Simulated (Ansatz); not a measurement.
# Sr3AsN: carrier doping

Base system: Sr₃AsN in the anti-perovskite structure (space group Pm-3m, No. 221; a = 5.041 Å; a cell from a computed database, its experimental status unchecked).

Carriers are added at fixed cell with a uniform background; the Fermi–Dirac width is that of 300 K.

Computed with plane-wave PAW DFT at the PBEsol level (Ansatz, a quantum-chemistry and plane-wave program, 420 eV), no spin-orbit coupling.

Notes on the quantities. Fermi level from band edge: Fermi level relative to the doped band's edge (positive inside the band; to 0.05 eV).

```csv
variant,Fermi level from band edge,gap between the host's bands
undoped,–,0.38 eV
electrons 3.0×10^21 cm⁻³,+0.80 eV,0.41 eV
electrons 5.0×10^21 cm⁻³,+1.00 eV,?
electrons 7.0×10^21 cm⁻³,+1.20 eV,0.45 eV
holes 3.0×10^21 cm⁻³,+0.50 eV,0.77 eV
holes 5.0×10^21 cm⁻³,+0.60 eV,?
holes 7.0×10^21 cm⁻³,+0.65 eV,?
```

**Question.** What belongs in the blanks?

**Answer.** 
- electrons 5.0×10^21 cm⁻³, gap between the host's bands: 0.44 eV
- holes 5.0×10^21 cm⁻³, gap between the host's bands: 0.92 eV
- holes 7.0×10^21 cm⁻³, gap between the host's bands: 1.04 eV

Carriers are added with a uniform compensating background; total energy and stress of such cells depend on the potential's zero and are not compared; many-body gap narrowing is missing at this level. Stability against distortions was not tested.
